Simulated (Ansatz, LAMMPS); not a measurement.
# Si well of 13 atomic layers along [001] in random Si0.5Ge0.5, interfaces sharp

Cell 16.85 × 16.85 × 55.24 Å, Si489Ge231, 720 atoms. Prepared with Tersoff's 1989 multicomponent potential (SiCGe.tersoff) (LAMMPS): minimisation. 

All values below come from PBE, support functions at accuracy medium on the grid of 370 eV (norm-conserving potentials; Ansatz, an electronic-structure program).

Basis: localised support functions (accuracy medium) on a full density matrix. k-points: zone centre alone; occupations: Fermi-Dirac, 0.010 eV; spin polarisation not allowed. No spin-orbit coupling.

* **Kohn-Sham gap of the cell on its k-mesh**: 0.21 eV
* **weight of the highest filled level on the well**: 0.25
* **weight of the lowest empty level on the well**: 0.95
* **coordination (neighbours within 2.874 Å)**: 100.0 % 4-fold
* **Ge-Ge bonds, mean ± spread**: 2.476 ± 0.009 Å
* **Ge-Si bonds, mean ± spread**: 2.433 ± 0.009 Å
* **Si-Si bonds, mean ± spread**: 2.392 ± 0.008 Å
* **bond angles, mean ± spread**: 109.5° ± 1.4°
* **pressure**: -1.29 GPa
* **cost of the final run**: around 40 core-minutes (rough), 13 SCF iterations, 15 GiB
